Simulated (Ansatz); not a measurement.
# TiC, pressure series

Base system: TiC in the rock salt structure (space group Fm-3m, No. 225).

```xyz
2
Lattice="0.0000 2.1663 2.1663 2.1663 0.0000 2.1663 2.1663 2.1663 0.0000" Properties=species:S:1:pos:R:3 pbc="T T T"
C      0.0000     0.0000     0.0000
Ti     2.1663     2.1663     2.1663
```

Cell and atoms are relaxed at each pressure.

All numbers come from Kohn–Sham DFT with the PBE functional, run in Ansatz (a first-principles code) with PAW and 420 eV plane waves, without spin-orbit coupling, earlier PAW set.

```csv
pressure (GPa),volume per atom (Å³/atom)
-2,10.249
-1,10.207
0,10.167
1.8,10.095
4.2,10.003
9,9.831
18,?
45,8.866
60,8.572
```

Question: Fit the third-order Birch–Murnaghan form P(V) = (3B₀/2)[(V₀/V)^(7/3) − (V₀/V)^(5/3)]·[1 + (3/4)(B₀′ − 4)((V₀/V)^(2/3) − 1)] (squares taken in P) to the rows shown and predict the withheld row.

Answer: Least squares on the printed values gives V₀ = 10.167 Å³/atom, B₀ = 251 GPa, B₀′ = 4.0; this predicts 9.543 Å³/atom, and the run gives 9.542 Å³/atom, in agreement.

Load acts through the strain it causes; cell and atoms are relaxed under it. No phonon test of stability was made. No other phases were tried under pressure. All final runs are without spin polarisation.
